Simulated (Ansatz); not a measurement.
**How far PBE and PBEsol part for Ag, isotropic strain +1.24 %**

The reference is Ag in the fcc (Cu type) structure (space group Fm-3m, No. 225; a = 4.148 Å; relaxed with 0.1 eV smearing).

(Cell as relaxed with PBE.)

Levels (all Ansatz, a first-principles code, PAW): PBE (420 eV, no SOC); PBEsol (420 eV, spin-orbit coupling left out).

Each level relaxes its own structure.

| base | PBE | PBEsol |
|---|---|---|
| volume per atom | 17.85 Å³ | 16.65 Å³ |
| lattice parameter a | 4.148 Å | 4.054 Å |
| band gap | zero | zero |

Now apply this change: every lattice vector is stretched by 1.24 %, atoms relaxed at fixed cell.

| quantity | PBE | PBEsol |
|---|---|---|
| energy relative to the base (free energy F) | +6.6 meV/atom | ? |
| pressure | -3.0 GPa | ? |

Predict the PBEsol column.


- energy relative to the base (free energy F), PBEsol: +8.1 meV/atom
- pressure, PBEsol: -4.0 GPa

PBE's energy relative to the base lies 1.5 meV/atom below PBEsol's; PBE's pressure lies 0.94 GPa above PBEsol's. Neither level is exact; PBEsol is the comparison here, not a measurement.

Whether these cells are dynamically stable was not tested.
